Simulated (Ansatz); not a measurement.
End structure of the (101) surface of MnP-type NiSi in its 1x1 cell (cut with top plane 2 Ni + Si, bottom plane 2 Ni + Si), outermost plane spacing 0.06 Å in the ideal cut:

```xyz
24
Lattice="3.3634 0.0000 0.0000 0.0000 7.6385 0.0000 0.0000 0.0000 26.5000" Properties=species:S:1:pos:R:3 pbc="T T T"
Ni     2.5225     1.1193     8.3501
Ni     0.8408     4.9099     8.3970
Si     2.5225     6.4924     8.4102
Si     2.5225     3.3489     8.9681
Si     0.8408     1.4346     9.7741
Si     0.8408     5.9180    10.4213
Ni     2.5225     7.4928    10.6322
Ni     0.8408     3.6300    10.6867
Ni     2.5225     5.2541    12.0375
Ni     0.8408     1.3732    12.0913
Si     2.5225     2.9756    12.2437
Si     2.5225     7.4860    12.8948
Si     0.8408     5.5372    13.6052
Si     0.8408     2.4091    14.2563
Ni     2.5225     4.0115    14.4088
Ni     0.8408     0.1306    14.4625
Ni     2.5225     1.7547    15.8133
Ni     0.8408     5.5304    15.8678
Si     2.5225     7.1052    16.0787
Si     2.5225     3.9501    16.7259
Si     0.8408     2.0358    17.5319
Si     0.8408     6.5309    18.0898
Ni     2.5225     0.4748    18.1030
Ni     0.8408     4.2654    18.1499
```

Model: 24-atom slab, Ni12Si12, 10.0 Å thick at the start (thin: gaps and levels are the slab's own), 11x5x1 mesh, Fermi-Dirac 0.1 eV, dipole correction, single point; on the structure that PBE left under its start's symmetry; no spin (magnetic order not tried), no spin-orbit, no U.

**Question.** Predict the surface energy (mean of both faces) from r2SCAN, at the PBE geometry in Ansatz (a first-principles code).

**Answer.** 2.01 J/m^2

**Question.** Predict the work function of the top face from r2SCAN, at the PBE geometry.

**Answer.** 4.76 eV
